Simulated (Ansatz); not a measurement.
Take a 12-atom supercell of Li in the bcc (W type) structure (space group Im-3m, No. 229; a = 3.4775 Å) at its relaxed geometry as the base.

Method: r2SCAN (Ansatz, a program for electronic structure; PAW; 500 eV plane waves; without spin-orbit coupling).

Before the change:

| Item | Value |
|---|---|
| Pressure | 0.0 GPa |

Perturbation: a neutral Li interstitial (started 1.76 Å from the nearest host atom), atoms relaxed at fixed cell, starting from a slightly rattled geometry.

Question: Predict the new final site of the added atom.

Answer: The final site of the added atom comes out as 10 Li at 2.50–3.44 Å.

Question: How does this affect the pressure?

Answer: The pressure goes from zero to 1.3 GPa.

Question: How does this affect the largest displacement of a host atom from its site in the perfect cell?

Answer: The largest displacement of a host atom from its site in the perfect cell comes out as 1.02 Å.

In so small a cell the defect repeats every few ångströms: this is an ordered compound, not a dilute defect. The defect cell is not spin-polarised.
